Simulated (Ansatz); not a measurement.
System: white tin (β-Sn). Method: PBEsol+SOC (plane waves, PAW; Ansatz, an electronic-structure program).

Settings: plane-wave cutoff 520 eV, 20×20×20 k mesh, Fermi–Dirac smearing 0.05 eV, PAW data made under PBE.

Cell (relaxed at this level):

```cif
data_Sn2
_chemical_formula_sum 'Sn2'
_space_group_name_H-M_alt 'P 1'
_space_group_IT_number 1
_cell_length_a 4.41913
_cell_length_b 4.41913
_cell_length_c 4.41913
_cell_angle_alpha 97.316
_cell_angle_beta 97.316
_cell_angle_gamma 138.185
loop_
_space_group_symop_operation_xyz
  'x, y, z'
loop_
_atom_site_label
_atom_site_type_symbol
_atom_site_fract_x
_atom_site_fract_y
_atom_site_fract_z
_atom_site_occupancy
Sn1 Sn 0.25000 0.75000 0.50000 1
Sn2 Sn 0.00000 0.00000 0.00000 1
```

Q: Estimate the bulk modulus B0 and pressure derivative B′ of the bulk modulus that the calculation returns.

A: 
- bulk modulus B0 = 55.9 GPa
- pressure derivative B′ of the bulk modulus = 4.8

The run finds no gap.

Measured, for comparison: bulk modulus 57.0 GPa (temperature not stated, no zero-point or thermal correction; as tabulated in Chen et al. (2023), arXiv:2209.05059). Computed (rounded) less measured: bulk modulus -2 %.

Note: the bulk modulus comes from volumes at which shape and atoms were relaxed.

The computed numbers hold no vibrational or temperature effects.
